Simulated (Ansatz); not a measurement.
An Ansatz (a first-principles code) input (r2SCAN+rVV10, PAW, 500 eV (Ansatz; no SOC), earlier PAW set):

Ansatz 0.2 input:
```yaml
crystal:
  lattice:
    - [2.1987348844, 1.2694401774, 8.8896900849]
    - [-2.1987348844, 1.2694401774, 8.8896900849]
    - [0, -2.5388803548, 8.8896900849]
  atoms:
    - { symbol: Bi, position: [0.4012186349, 0.4012186349, 0.4012186349] }
    - { symbol: Bi, position: [0.5987813651, 0.5987813651, 0.5987813651] }
    - { symbol: In, position: [0, 0, 0] }
    - { symbol: In, position: [0.200111257, 0.200111257, 0.200111257] }
    - { symbol: In, position: [0.799888743, 0.799888743, 0.799888743] }
basis: { ecutwfc: 500, ecutrho_ratio: 4, xc_grid: 4, fft_grid_basis: typed }
kpoints: { mp_grid: { grid: [12, 12, 12] } }
hamiltonian:
  xc: r2scan
  dispersion: rvv10
  pseudopotentials: { azcp: { folder: ./paw }, kind: paw }
scf: { occupations: { method: fermi_dirac, width: 0.05 }, convergence: { dr2_threshold: 0.0000000005 } }
output: { forces: true, stress: true }
checkpoint: { write: state.ck, write_every: 1000 }
```

Problem. Which symmetry and how many k-points will the program report, and about how many plane waves at Γ?

Solution. Space group R-3m (ITA 166) with 12 operations, k-points 189 of 1728, and 3759 plane waves at Γ.

No phonon test of stability was made. The cell was made from Bi2Te3 by this change: Te → In; the result is a hypothetical phase, not in the database extracts checked.
